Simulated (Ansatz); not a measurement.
Where the default PAW files enter, the runs use the earlier of Ansatz's two default sets.

Input:

```
AsB
1.0
    3.40772     0.00000     0.00000
    0.00000     3.40772     0.00000
    1.70386     1.70386     2.40963
B As
1 1
Direct
  0.75000   0.25000   0.50000
  0.00000   0.00000   0.00000
```

Space group of this cell: F-43m, zinc blende. The cell is taken as given; by r2SCAN its mean pressure is -3.1 GPa.

Method: r2SCAN (plane waves, PAW; Ansatz, a program for electronic structure).

The current runs along the normal of the first two printed vectors; no spin-orbit coupling. Scaled by the factor s: both lengths across the current (ions clamped). Meshes 12×12×12 and 10×10 across the current in all rows.

```csv
s,mean pressure (GPa),band gap (eV)
0.98,2.6,?
1.00,-3.1,1.41
1.02,-7.8,1.15
```

### Question
Take the slope of the band gap against ln s from the two given rows, extrapolate to s = 0.98, and say what the run there gives.

### Answer
Slope = (1.15 − 1.41) / ln 1.02 = -13.1 eV. The line gives 1.41 + (-13.1) × ln 0.98 = 1.68 eV. The run gives 1.20 eV, 0.48 eV under the line, 179 % of the predicted step.
